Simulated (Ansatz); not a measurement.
An Ansatz (a program for electronic structure) input for (Hf,Si)O2 alloy cell Hf13O32Si3 (tetragonal zirconia type start):

Ansatz 0.2 input:
```yaml
crystal:
  lattice:
    - [6.848397122, 0.001646494, -0.002693568]
    - [0.001951206, 7.719422651, 0.113817444]
    - [-0.004364981, 0.155727584, 10.509081551]
  atoms:
    - { symbol: Si, position: [0.251045415, 0.332673698, 0.303512511] }
    - { symbol: Hf, position: [0.250109473, 0.236907424, 0.78014484] }
    - { symbol: Si, position: [0.251192053, 0.824271899, 0.299439068] }
    - { symbol: Si, position: [0.251404841, 0.806882627, 0.731466423] }
    - { symbol: Hf, position: [0.751092741, 0.170487109, 0.22630232] }
    - { symbol: Hf, position: [0.750994982, 0.324278771, 0.741450842] }
    - { symbol: Hf, position: [0.751351876, 0.669592511, 0.221074822] }
    - { symbol: Hf, position: [0.751315985, 0.821839153, 0.729427914] }
    - { symbol: Hf, position: [0.006418662, -0.071633434, 0.009803814] }
    - { symbol: Hf, position: [0.000789819, 0.077329512, 0.510372132] }
    - { symbol: Hf, position: [-0.002247314, 0.420786932, 0.013602234] }
    - { symbol: Hf, position: [0.000402058, 0.579703966, 0.510127053] }
    - { symbol: Hf, position: [0.496237556, -0.072244761, 0.010174212] }
    - { symbol: Hf, position: [0.502027482, 0.077446581, 0.510342214] }
    - { symbol: Hf, position: [0.503920385, 0.420693056, 0.013079681] }
    - { symbol: Hf, position: [0.502506098, 0.57958144, 0.509829538] }
    - { symbol: O, position: [0.251182754, -0.094503211, 0.154621174] }
    - { symbol: O, position: [0.251542405, 0.013528806, 0.660470153] }
    - { symbol: O, position: [0.250817226, 0.410875663, 0.15799447] }
    - { symbol: O, position: [0.251483272, 0.642138323, 0.632416674] }
    - { symbol: O, position: [0.750343452, -0.077285893, 0.163665333] }
    - { symbol: O, position: [0.75144512, 0.074971813, 0.655801439] }
    - { symbol: O, position: [0.751198543, 0.422460857, 0.158415096] }
    - { symbol: O, position: [0.751841447, 0.563824589, 0.651826633] }
    - { symbol: O, position: [0.251257099, -0.033598766, 0.417918639] }
    - { symbol: O, position: [0.251464104, 0.038199363, 0.923008479] }
    - { symbol: O, position: [0.251185791, 0.473209045, 0.42139546] }
    - { symbol: O, position: [0.250186871, 0.449504614, 0.907274435] }
    - { symbol: O, position: [0.751275963, 0.061247175, 0.409142299] }
    - { symbol: O, position: [0.750941799, -0.067033735, 0.908958467] }
    - { symbol: O, position: [0.751515255, 0.536990608, 0.405231785] }
    - { symbol: O, position: [0.751200975, 0.486776731, 0.905016079] }
    - { symbol: O, position: [-0.034817294, 0.170878719, 0.087784775] }
    - { symbol: O, position: [0.021715058, 0.314243044, 0.605021134] }
    - { symbol: O, position: [-0.031725861, 0.675329661, 0.076185066] }
    - { symbol: O, position: [-0.050770953, 0.824320635, 0.568827567] }
    - { symbol: O, position: [0.537258698, 0.171245217, 0.087284576] }
    - { symbol: O, position: [0.482720738, 0.314709681, 0.60386864] }
    - { symbol: O, position: [0.533812348, 0.674731245, 0.076263345] }
    - { symbol: O, position: [0.55361506, 0.824180723, 0.568822783] }
    - { symbol: O, position: [0.043419809, 0.22945319, 0.33577212] }
    - { symbol: O, position: [-0.022621448, 0.245592768, 0.848776733] }
    - { symbol: O, position: [0.042060093, 0.721353805, 0.328794875] }
    - { symbol: O, position: [0.046693927, 0.797179205, 0.81417867] }
    - { symbol: O, position: [0.458689115, 0.229120922, 0.335452777] }
    - { symbol: O, position: [0.523585678, 0.247664876, 0.847806416] }
    - { symbol: O, position: [0.46034384, 0.721101016, 0.328748123] }
    - { symbol: O, position: [0.456062808, 0.796670336, 0.814301587] }
basis:
  ecutwfc: 420
  ecutrho_ratio: 4
  xc_grid: 2
kpoints:
  mp_grid: { grid: [3, 3, 2] }
hamiltonian:
  xc: pbe
  dispersion: none
  pseudopotentials: { kind: paw }
scf:
  n_extra_bands: 34
  occupations: { method: fermi_dirac, width: 0.01 }
output:
  forces: true
  stress: true
  eigenstates:
    kpoints:
      - [0.0, 0.0, 0.0]
    e_range: [-4.0, 6.0]
    localisation: true
relax:
  f_tol: 0.03
  max_steps: 90
  cell: { stress_tol: 0.15 }
```

The numbers are results of PBE (plane waves to 420 eV, PAW; Ansatz), not measurements. Spin–orbit coupling is left out. Its k-point mesh 3×3×2, Fermi–Dirac width 0.01 eV.

Problem. What does the end of the output print (band table and long remarks left out, numbers rounded to eight decimals)?

Solution. 
```
SCF converged after 5 iterations
Free energy (F): -224520.174417 eV
Harris-Foulkes:  -224520.174417 eV  (|F-HF|=5.01e-9)
Internal energy: -224520.174417 eV  (E = F + TS)
E sigma→0 (E₀):  -224520.174417 eV
Fermi energy:    14.245006 eV
--- Per-component energies (eV) ---
  E_band       = -714.931833
  E_kinetic    = 11222.916189
  E_local      = -91114.611919  (includes V_loc(G=0)·N_el)
  E_nonlocal   = -14553.249803
  E_hartree    = 41485.358866
  E_xc         = -6429.059932
  E_vxc        = -6617.190028  (∫ρ·V_xc dr)
  E_paw        = -96651.823799  (= ΣΔE_a)
  E_vpaw       = 17376.400478  (= ΣTr[D̂ρ^β])
  E_aug_tail   = 0.079614  (compensation charges beyond the density's cutoff)
  E_ewald      = -68479.783633
  E_smearing   = 0.000000  (= −TS)
  E_closure    = 0.000000  (closes the sum)
  Σ components = -224520.174417   (vs F -224520.174417, Δ=0.00e0)
--- Forces (eV/Å), atoms counted from 1 ---
  atom   1  Si    -0.00009479    -0.01488812     0.00394439
  atom   2  Hf     0.00193173    -0.00397626    -0.02237415
  atom   3  Si     0.00025984    -0.00994591     0.00509561
  atom   4  Si    -0.00051138     0.00342652     0.00689312
  atom   5  Hf    -0.00004393    -0.00436888     0.01988536
  atom   6  Hf     0.00017888    -0.00572851    -0.00098362
  atom   7  Hf    -0.00047715    -0.00693289     0.01065459
  atom   8  Hf    -0.00028925     0.00501915    -0.00654179
  atom   9  Hf    -0.00013245    -0.00183551     0.00503110
  atom  10  Hf     0.00864550    -0.00337528     0.00402695
  atom  11  Hf    -0.00537198     0.00221280     0.00398083
  atom  12  Hf    -0.01130493    -0.00056794    -0.01335685
  atom  13  Hf    -0.00049812     0.00013497     0.00498355
  atom  14  Hf    -0.00832912    -0.00445831     0.00445926
  atom  15  Hf     0.00497905     0.00262375     0.00487460
  atom  16  Hf     0.01213990     0.00036351    -0.01252811
  atom  17  O     -0.00004788     0.00292565    -0.00302388
  atom  18  O     -0.00020898    -0.00340112     0.00880645
  atom  19  O      0.00042991     0.00017396    -0.00147937
  atom  20  O     -0.00035426     0.00883131     0.00669032
  atom  21  O      0.00087993     0.00369976    -0.00119330
  atom  22  O     -0.00026515    -0.00082985     0.00357105
  atom  23  O     -0.00011539     0.00093575    -0.00251739
  atom  24  O     -0.00074639     0.00268029     0.00922867
  atom  25  O      0.00023603     0.00130410    -0.00653569
  atom  26  O     -0.00084226    -0.00427891     0.00495301
  atom  27  O      0.00009650     0.00174243    -0.00122850
  atom  28  O      0.00003349    -0.00168453    -0.00155236
  atom  29  O     -0.00074238     0.00264453    -0.00494687
  atom  30  O     -0.00007351    -0.00498920     0.00030413
  atom  31  O     -0.00050868    -0.00063799    -0.00381343
  atom  32  O      0.00008596     0.00185661     0.00379316
  atom  33  O      0.00047991    -0.00096531    -0.00434896
  atom  34  O     -0.00227280     0.00735865     0.00152332
  atom  35  O     -0.00088491    -0.00125581     0.00340870
  atom  36  O      0.00009930     0.00123192     0.00276253
  atom  37  O     -0.00037790    -0.00286280    -0.00435826
  atom  38  O      0.00009020     0.00647235     0.00299753
  atom  39  O      0.00123492    -0.00210539     0.00315144
  atom  40  O     -0.00068579     0.00015574     0.00188644
  atom  41  O      0.00324364     0.00479704    -0.00641489
  atom  42  O     -0.00319642     0.00085713    -0.00017852
  atom  43  O      0.00704413     0.00298427    -0.00436217
  atom  44  O      0.00575258     0.00358495    -0.00734177
  atom  45  O     -0.00255101     0.00496804    -0.00601723
  atom  46  O      0.00400503    -0.00112127    -0.00008475
  atom  47  O     -0.00640274     0.00296859    -0.00421892
  atom  48  O     -0.00451656     0.00424749    -0.00749870
  max |Σ_I F_I| component: 8.51e-6 eV/Å
--- Stress (GPa, compression-positive) ---
        0.034794      -0.000678       0.004327
       -0.000678       0.077706      -0.005204
        0.004327      -0.005204       0.037749
  P = ⅓ Tr σ = 0.0501 GPa (0.501 kbar)
--- Relaxed structure (6 steps of the walk, 5 accepted, 1 SCFs on fresh bases) ---
  F+E_penalty+E_count = -224520.17441675 eV   max|allowed force component| = 2.237e-2 eV/Å   (the final SCF, on the basis selected at the relaxed cell)
  cell:  # Å, volume = 558.6022 Å³
    - [6.86662521, 0.00030992, -0.00069379]
    - [0.00047192, 7.74411087, 0.10056590]
    - [-0.00133504, 0.13822197, 10.50659381]
  atoms:
    - { symbol: Si, position: [0.25115902, 0.33050875, 0.30308206] }
    - { symbol: Hf, position: [0.25085474, 0.24006141, 0.77709975] }
    - { symbol: Si, position: [0.25119576, 0.82430762, 0.29885481] }
    - { symbol: Si, position: [0.25125248, 0.80552974, 0.73206872] }
    - { symbol: Hf, position: [0.75112244, 0.17449161, 0.22700622] }
    - { symbol: Hf, position: [0.75105118, 0.32104989, 0.74303578] }
    - { symbol: Hf, position: [0.75121337, 0.67421559, 0.22184932] }
    - { symbol: Hf, position: [0.75126318, 0.81702370, 0.73136857] }
    - { symbol: Hf, position: [0.00548518, -0.06812678, 0.00906794] }
    - { symbol: Hf, position: [-0.00102678, 0.07311861, 0.51100579] }
    - { symbol: Hf, position: [-0.00093461, 0.42333333, 0.01248960] }
    - { symbol: Hf, position: [0.00031429, 0.57641169, 0.50953079] }
    - { symbol: Hf, position: [0.49695860, -0.06821599, 0.00907571] }
    - { symbol: Hf, position: [0.50359295, 0.07314146, 0.51095605] }
    - { symbol: Hf, position: [0.50311333, 0.42339063, 0.01237103] }
    - { symbol: Hf, position: [0.50225885, 0.57639472, 0.50948170] }
    - { symbol: O, position: [0.25118225, -0.09274835, 0.15472139] }
    - { symbol: O, position: [0.25126426, 0.01154591, 0.66109851] }
    - { symbol: O, position: [0.25108874, 0.41237484, 0.15875803] }
    - { symbol: O, position: [0.25130763, 0.63806397, 0.63380830] }
    - { symbol: O, position: [0.75099789, -0.07363677, 0.16248106] }
    - { symbol: O, position: [0.75131888, 0.07219926, 0.65606227] }
    - { symbol: O, position: [0.75117372, 0.42684557, 0.15871680] }
    - { symbol: O, position: [0.75140149, 0.55926818, 0.65112192] }
    - { symbol: O, position: [0.25122096, -0.03461854, 0.41886647] }
    - { symbol: O, position: [0.25119987, 0.03917502, 0.92209193] }
    - { symbol: O, position: [0.25124731, 0.47332067, 0.42019641] }
    - { symbol: O, position: [0.25095833, 0.45310754, 0.90660909] }
    - { symbol: O, position: [0.75124681, 0.05550370, 0.40788441] }
    - { symbol: O, position: [0.75117845, -0.06158731, 0.90753641] }
    - { symbol: O, position: [0.75127917, 0.53503423, 0.40396523] }
    - { symbol: O, position: [0.75111590, 0.48783001, 0.90324200] }
    - { symbol: O, position: [-0.03579898, 0.17527447, 0.08803551] }
    - { symbol: O, position: [0.02306699, 0.31093739, 0.60411127] }
    - { symbol: O, position: [-0.03260230, 0.67862712, 0.07429944] }
    - { symbol: O, position: [-0.05112532, 0.82030188, 0.57053595] }
    - { symbol: O, position: [0.53814840, 0.17540328, 0.08787302] }
    - { symbol: O, position: [0.48001445, 0.31106366, 0.60379980] }
    - { symbol: O, position: [0.53485471, 0.67857173, 0.07430531] }
    - { symbol: O, position: [0.55368505, 0.82031041, 0.57057143] }
    - { symbol: O, position: [0.04313128, 0.22943468, 0.33745953] }
    - { symbol: O, position: [-0.01963367, 0.24732631, 0.84945079] }
    - { symbol: O, position: [0.04077297, 0.72367138, 0.32867914] }
    - { symbol: O, position: [0.04698241, 0.79393851, 0.81563493] }
    - { symbol: O, position: [0.45920310, 0.22932434, 0.33733856] }
    - { symbol: O, position: [0.52159297, 0.24768219, 0.84922957] }
    - { symbol: O, position: [0.46163673, 0.72363763, 0.32868336] }
    - { symbol: O, position: [0.45550139, 0.79385863, 0.81568372] }
```

Cost: roughly 14 core-minutes.
